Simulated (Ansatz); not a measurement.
Take GaN in the wurtzite structure (space group P6_3mc, No. 186; a = 3.152 Å, c = 5.138 Å) as the base. Axes: x lies along a and z along c of the hexagonal cell.

Calculations: Ansatz (a quantum-chemistry and plane-wave program) LDA, without spin-orbit coupling.

For the base:

```
Item        Result
--------  --------
Pressure  0.00 GPa
```

One thing is altered: the cell is stretched by 2.40 % along x with no lateral relaxation; the atoms relax in the strained cell.

Question: What does the calculation give for the energy relative to the base after the change?

Answer: The energy grows by 7.0 meV/atom.

Question: What does the calculation give for the largest internal atomic displacement after the change?

Answer: The largest internal atomic displacement comes out as 0.013 Å.

Question: What happens to the pressure?

Answer: The pressure (mean of the normal stresses, compression positive) goes from zero to -4.57 GPa.

Whether these cells are dynamically stable was not tested.
